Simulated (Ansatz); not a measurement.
Consider Pb in the fcc (Cu type) structure (space group Fm-3m, No. 225; relaxed with 0.1 eV smearing).

```xyz
1
Lattice="0.0000 2.4671 2.4671 2.4671 0.0000 2.4671 2.4671 2.4671 0.0000" Properties=species:S:1:pos:R:3 pbc="T T T"
Pb     0.0000     0.0000     0.0000
```

Cartesian axes are those of the cell as printed.

Method: PBEsol (Ansatz, an electronic-structure program, PAW, no SOC).

Before the change:

Pressure: 0.0 GPa

It is then changed as follows: tensor shear ε_xy = +3.00 % (engineering shear γ = 0.0600); the atoms relax in the strained cell.

Problem. What happens to the pressure?

Solution. The pressure (mean of the normal stresses, compression positive) goes from zero to 0.2 GPa.

No phonon test of stability was made.
